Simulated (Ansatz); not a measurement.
Cells marked so need not be the phases stable at ambient conditions, and some may be hypothetical.

No gap correction and no spin-orbit coupling; mid-gap values are interpolated between computed energies.

A. NaSe (P6_3/mmc, not sure to be the ambient phase, 8 atoms a cell, 25.2 Å³ an atom), along the normal of (100)
B. CsGeCl$_{3}$ (R3m, not sure to be the ambient phase, 5 atoms a cell, 32.6 Å³ an atom), along the normal of (110)
C. SiO2 (P4_32_12, not sure to be the ambient phase, 12 atoms a cell, 14.2 Å³ an atom), along the normal of (110)
D. LiBH₄ (P6_3mc, not sure to be the ambient phase, 12 atoms a cell, 8.6 Å³ an atom), along the normal of (111)

Question: Order them by mid-gap decay constant of the slowest evanescent state (highest first) at the level r2SCAN run with Ansatz (a quantum-chemistry and plane-wave program).

Answer: C (0.54 1/Å), D (0.46 1/Å), B (0.21 1/Å), A (0.13 1/Å)
